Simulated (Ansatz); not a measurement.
The reference is AlAs in the zinc blende structure (space group F-43m, No. 216; a = 5.675 Å). Axes: x, y, z lie along the cube axes.

Method: DFT with PBEsol, PAW potentials and a 420 eV plane-wave cutoff in Ansatz (a quantum-chemistry and plane-wave program), scalar-relativistic without spin-orbit coupling.

Base values:

| Quantity | Result |
|---|---|
| Band gap | 1.34 eV |

Perturbation: a pure shear with ε_yz = ε_zy = -0.0072; the atoms relax in the strained cell.

What does the calculation give for the band gap after the change?

The band gap decreases by 0.07 eV to 1.27 eV.

Stability against distortions was not tested.
